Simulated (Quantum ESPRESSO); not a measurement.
# Habitual settings against a tight run: PdAu3 (P6_3/mmc, 8 atoms in the cell)

Self-consistent single point.

```
CELL_PARAMETERS angstrom
      5.84699     0.00000     0.00000
     -2.92350     5.06364     0.00000
      0.00000     0.00000     4.86267
ATOMIC_POSITIONS crystal
  Pd 0.66667 0.33333 0.25000
  Pd 0.33333 0.66667 0.75000
  Au 0.83214 0.16786 0.75000
  Au 0.16786 0.83214 0.25000
  Au 0.66428 0.83214 0.25000
  Au 0.33572 0.16786 0.75000
  Au 0.83214 0.66428 0.75000
  Au 0.16786 0.33572 0.25000
```

Method: PBEsol, GBRV 1.5 ultrasoft (PBESOL) pseudopotentials (plane waves; Quantum ESPRESSO).

Base settings: ecutwfc = 40 Ry; ecutrho = 320 Ry; occupations = smearing; smearing = marzari-vanderbilt; degauss = 0.0073499 Ry; potentials = {Pd: pd_pbesol_v1.4.uspp.F.UPF, Au: au_pbesol_v1.uspp.F.UPF}; K_POINTS = automatic 5 5 6 0 0 0; conv_thr = 1e-10 Ry; mixing_beta = 0.3.

Tight run (finer mesh or higher cutoff; not a proven limit): ecutwfc: 40 Ry → 56 Ry; ecutrho: 320 Ry → 448 Ry; conv_thr: 1e-10 Ry → 7.3e-11 Ry; K_POINTS: automatic 5 5 6 0 0 0 → automatic 7 7 9 0 0 0. It gave Fermi level (on the code's own zero) 13.90 eV; pressure -13.18 GPa; largest force (vector length) 0.016 eV/Å.

Quick runs, as changes from the base:
- A: ecutwfc: 40 Ry → 24 Ry; ecutrho: 320 Ry → 192 Ry; K_POINTS: automatic 5 5 6 0 0 0 → automatic 1 1 1 0 0 0
- B: ecutwfc: 40 Ry → 20 Ry; ecutrho: 320 Ry → 160 Ry; conv_thr: 1e-10 Ry → 7.3e-06 Ry; K_POINTS: automatic 5 5 6 0 0 0 → automatic 2 2 2 1 1 1
- C: ecutwfc: 40 Ry → 28 Ry; ecutrho: 320 Ry → 224 Ry; smearing: marzari-vanderbilt → fermi-dirac; degauss: 0.0073499 Ry → 0.0099958 Ry; pseudopotentials: {Pd: pd_pbesol_v1.4.uspp.F.UPF, Au: au_pbesol_v1.uspp.F.UPF} → {Pd: pd_lda_v1.4.uspp.F.UPF, Au: au_lda_v1.uspp.F.UPF}; K_POINTS: automatic 5 5 6 0 0 0 → automatic 4 4 4 1 1 1 [LDA (PZ)]

Energies are extrapolated to zero smearing width, which holds to low order in the width alone (under cold and Methfessel-Paxton smearing the free energy itself is taken).

Dashes: pressure of B, not trusted under this conv_thr with d or f elements; energy of C, another energy zero.

† marks runs with another functional, U, potentials or spin treatment: their distance from the tight run is not a convergence error alone.

The count of work is k-points × plane waves × bands × iterations; it is no time. 

The starting cell comes from a database of computed structures (which also holds hypothetical and non-ambient phases and stackings), without a prior relaxation at this level. Its lattice was rescaled by a random factor within 2.5 % of one. Spin polarisation is off. In the base run, with a pressure of about -13 GPa the cell is away from its equilibrium volume at this level.

```csv
run,energy less tight (meV/atom),pressure less tight (GPa),largest miss in a force vector (eV/Å),count of work / tight
A,2500.7,-39.37,0.240,0.0046
B,4027.7,–,0.010,0.0051
C†,–,-19.49,0.023,0.074
```

Among the runs at the tight run's level, the energy misses run from 2500.7 to 4027.7 meV/atom.

Left out of this page: 2 runs of the series outside the window shown, repeating another row's setting, or not comparable.
